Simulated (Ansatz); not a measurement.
# Thermal expansion of MgB$_{2}$ in space group P6/mmm (No. 191)

Method: quasi-harmonic approximation, LDA in Ansatz (a program for electronic structure); phonon mesh 4×4×3, k mesh 12×12×9. 

```json
[
 {"T (K)": "50", "α_a (10⁻⁶/K)": "0.1", "α_c (10⁻⁶/K)": "0.5", "C_P (J/mol/K)": "1.3", "bulk modulus B_T (GPa)": "151", "γ": "1.40"},
 {"T (K)": "100", "α_a (10⁻⁶/K)": "1.1", "α_c (10⁻⁶/K)": "3.9", "C_P (J/mol/K)": "10.6", "bulk modulus B_T (GPa)": "151", "γ": "1.45"},
 {"T (K)": "150", "α_a (10⁻⁶/K)": "2.3", "α_c (10⁻⁶/K)": "7.8", "C_P (J/mol/K)": "22.5", "bulk modulus B_T (GPa)": "150", "γ": "1.40"},
 {"T (K)": "200", "α_a (10⁻⁶/K)": "3.6", "α_c (10⁻⁶/K)": "10.7", "C_P (J/mol/K)": "33.4", "bulk modulus B_T (GPa)": "150", "γ": "1.36"},
 {"T (K)": "250", "α_a (10⁻⁶/K)": "4.8", "α_c (10⁻⁶/K)": "12.8", "C_P (J/mol/K)": "42.3", "bulk modulus B_T (GPa)": "149", "γ": "1.33"},
 {"T (K)": "300", "α_a (10⁻⁶/K)": "5.7", "α_c (10⁻⁶/K)": "14.3", "C_P (J/mol/K)": "49.4", "bulk modulus B_T (GPa)": "148", "γ": "1.31"},
 {"T (K)": "350", "α_a (10⁻⁶/K)": "6.5", "α_c (10⁻⁶/K)": "15.5", "C_P (J/mol/K)": "54.9", "bulk modulus B_T (GPa)": "147", "γ": "1.30"},
 {"T (K)": "400", "α_a (10⁻⁶/K)": "7.1", "α_c (10⁻⁶/K)": "16.4", "C_P (J/mol/K)": "59.1", "bulk modulus B_T (GPa)": "146", "γ": "1.30"},
 {"T (K)": "450", "α_a (10⁻⁶/K)": "7.6", "α_c (10⁻⁶/K)": "17.2", "C_P (J/mol/K)": "62.4", "bulk modulus B_T (GPa)": "145", "γ": "1.30"},
 {"T (K)": "500", "α_a (10⁻⁶/K)": "8.0", "α_c (10⁻⁶/K)": "17.9", "C_P (J/mol/K)": "65.1", "bulk modulus B_T (GPa)": "144", "γ": "1.29"},
 {"T (K)": "550", "α_a (10⁻⁶/K)": "8.3", "α_c (10⁻⁶/K)": "18.5", "C_P (J/mol/K)": "67.3", "bulk modulus B_T (GPa)": "143", "γ": "1.29"},
 {"T (K)": "600", "α_a (10⁻⁶/K)": "8.5", "α_c (10⁻⁶/K)": "19.1", "C_P (J/mol/K)": "69.1", "bulk modulus B_T (GPa)": "141", "γ": "1.29"},
 {"T (K)": "650", "α_a (10⁻⁶/K)": "8.7", "α_c (10⁻⁶/K)": "19.6", "C_P (J/mol/K)": "70.6", "bulk modulus B_T (GPa)": "140", "γ": "1.29"},
 {"T (K)": "700", "α_a (10⁻⁶/K)": "8.9", "α_c (10⁻⁶/K)": "20.2", "C_P (J/mol/K)": "71.9", "bulk modulus B_T (GPa)": "139", "γ": "1.30"},
 {"T (K)": "750", "α_a (10⁻⁶/K)": "9.0", "α_c (10⁻⁶/K)": "20.7", "C_P (J/mol/K)": "73.0", "bulk modulus B_T (GPa)": "138", "γ": "1.30"},
 {"T (K)": "800", "α_a (10⁻⁶/K)": "9.1", "α_c (10⁻⁶/K)": "21.2", "C_P (J/mol/K)": "74.1", "bulk modulus B_T (GPa)": "137", "γ": "1.30"},
 {"T (K)": "850", "α_a (10⁻⁶/K)": "9.2", "α_c (10⁻⁶/K)": "21.8", "C_P (J/mol/K)": "75.0", "bulk modulus B_T (GPa)": "136", "γ": "1.30"},
 {"T (K)": "900", "α_a (10⁻⁶/K)": "9.2", "α_c (10⁻⁶/K)": "22.3", "C_P (J/mol/K)": "75.8", "bulk modulus B_T (GPa)": "134", "γ": "1.30"},
 {"T (K)": "950", "α_a (10⁻⁶/K)": "9.3", "α_c (10⁻⁶/K)": "22.9", "C_P (J/mol/K)": "76.6", "bulk modulus B_T (GPa)": "133", "γ": "1.31"},
 {"T (K)": "1000", "α_a (10⁻⁶/K)": "9.3", "α_c (10⁻⁶/K)": "23.5", "C_P (J/mol/K)": "77.3", "bulk modulus B_T (GPa)": "132", "γ": "1.31"}
]
```

```json
{
 "conventional lattice constants at 300 K": "a = 3.053 Å, c = 3.468 Å",
 "entropy at 300 K": "35.1 J/(mol K)",
 "adiabatic bulk modulus at 300 K": "149 GPa",
 "bulk_modulus_without_vibrations": "155 GPa",
 "zero_point_volume_expansion": "1.26 %"
}
```

Computed at 300 K against measurement: lattice constant a 3.053 computed, 3.083 measured Å (-1.0 %; I. Loa, K. Kunc, K. Syassen et al., Physical review. B, Condensed matter (2002), arXiv:cond-mat/0206051); lattice constant c 3.468 computed, 3.521 measured Å (-1.5 %; I. Loa, K. Kunc, K. Syassen et al., Physical review. B, Condensed matter (2002), arXiv:cond-mat/0206051).  

Whether this phase is the stable one at each condition was not tested.

The PAW data sets were generated under PBE and serve the other functionals too.
